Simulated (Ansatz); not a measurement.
For BaTiO₃ (R3m, No. 160, 5 atoms in the cell; start mp-5020), LDA in Ansatz (PAW) gives:

- lattice constant a: 5.576 Å
- c axis length: 6.841 Å
- bulk modulus B0: 147 GPa
- cohesive energy: 7.54 eV/atom
- band gap: 2.15 eV

### Question
What does r²SCAN in Ansatz (plane waves, PAW) give for the same quantities?

### Answer

- lattice constant a: 5.680 Å (increases by 1.9 %)
- lattice parameter c: 6.994 Å (grows by 2.2 %)
- bulk modulus: 115 GPa (drops by 22 %)
- cohesive energy: 6.46 eV/atom (decreases by 1.08 eV/atom)
- band gap: 2.87 eV (increases by 0.72 eV)

Changes are worked out from the printed values.

Unless a cell is named, each level is at its own relaxed cell (LDA 12.28, r²SCAN 13.03 Å³/atom).

Spin–orbit coupling is included only where a level's name says +SOC; with heavier elements it mostly lowers gaps and can invert bands. Density-functional gaps are differences of (generalised) Kohn–Sham levels.

Caveats: the bulk modulus is −V dP/dV from two relaxed cells at ±2 % in volume (LDA, r²SCAN); the relaxation could not lower the start's symmetry, so the cell can be a saddle point above a distorted one (LDA, r²SCAN). Ansatz's density-functional and Hartree–Fock values are scalar-relativistic unless marked +SOC, with PAW data made under PBE.

A start named mp-… is a Materials Project structure, which need not be a measured phase.

Ansatz is a first-principles code.
